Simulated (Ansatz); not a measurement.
Band structure of Ta (Im-3m, 1 atom in the cell).

```
Ta
1.0
   -1.65000     1.65000     1.65000
    1.65000    -1.65000     1.65000
    1.65000     1.65000    -1.65000
Ta
1
Direct
  0.00000   0.00000   0.00000
```

Method: PBE (plane waves, PAW; Ansatz, an electronic-structure program).

Settings: basis.ecutwfc = 420 eV; kpoints.mp_grid.grid = 14 14 14; hamiltonian.xc = pbe; hamiltonian.pseudopotentials = {kind: paw} (the program's default PAW files); scf.occupations.method = fermi_dirac; scf.occupations.width = 0.05 eV; kpoints.band_path.npoints = 8.

The starting cell has typed, rounded lattice constants, without a prior relaxation at this level. Spin-orbit coupling is off. Spin polarisation is off.

Levels in eV from the Fermi level, bands 3 to 10:
```csv
point,3,4,5,6,7,8,9,10
Γ,-33.01,-33.01,-7.90,0.74,0.74,0.74,4.02,4.02
H,-33.84,-33.84,-3.81,-3.81,6.87,6.87,6.87,8.63
N,-33.39,-33.02,-4.38,-1.54,1.60,3.91,4.94,7.84
P,-33.61,-33.61,-1.23,-1.23,-1.23,5.12,5.12,7.12
```

Bands cross the Fermi level along this path, so the cell is metallic at this level.

Keys are those of Ansatz 0.2.
